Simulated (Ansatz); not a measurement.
# Hf$_{3}$N$_{4}$ (Fd-3m): band-edge transport data

```
Hf3N4
1.0
    0.00000     4.50213     4.50213
    4.50213     0.00000     4.50213
    4.50213     4.50213     0.00000
Hf N
6 8
Cartesian
  3.37659   3.37659   5.62766
  3.37659   5.62766   3.37659
  5.62766   5.62766   5.62766
  5.62766   3.37659   3.37659
  2.25106   2.25106   2.25106
  0.00000   0.00000   0.00000
  5.69732   5.69732   7.80905
  5.55799   3.44626   5.55799
  7.80905   7.80905   7.80905
  3.44626   5.55799   5.55799
  5.69732   7.80905   5.69732
  5.55799   5.55799   3.44626
  7.80905   5.69732   5.69732
  3.44626   3.44626   3.44626
```

Computed with PBEsol, rigid bands (plane waves, PAW, scalar-relativistic; Ansatz, a quantum-chemistry and plane-wave program). Cell: cell and atoms relaxed with PBEsol.

```
Property                                                                                                                                                      Result
---------------------------------------------------------------------------------------------------------------------------------------  ---------------------------
band gap                                                                                                                                                     0.78 eV
electron conductivity mass (300 K, dilute)                                                                                                                   0.29 mₑ
hole conductivity mass (300 K, dilute)                                                                                                                       0.69 mₑ
effective density of states N_c (300 K)                                                                                                                  9.3e18 cm⁻³
effective density of states N_v (300 K)                                                                                                                  1.3e20 cm⁻³
density-of-states mass, electrons                                                                                                                            0.52 mₑ
density-of-states mass, holes                                                                                                                                 3.0 mₑ
Seebeck coefficient, n-type 1e19 cm⁻³, 300 K                                                                                                               -214 μV/K
best n-type power factor at 300 K for τ = 10 fs (best axis; densities from 1e16 to 1e21 cm⁻³ tried, whether or not they can be reached)  5.1 μW/(cm·K²) at 3e19 cm⁻³
Seebeck coefficient, p-type 1e19 cm⁻³, 300 K                                                                                                                431 μV/K
```

Rigid bands; masses and Seebeck coefficients take one relaxation time τ for all states and one kind of carrier; polarons and phonon drag are left out. Spin-orbit coupling is left out; with 5d elements it also splits d-like band edges.

Computed structure with no diffraction record at hand here (it may be known, metastable or hypothetical): Hf3N4 (Fd-3m).
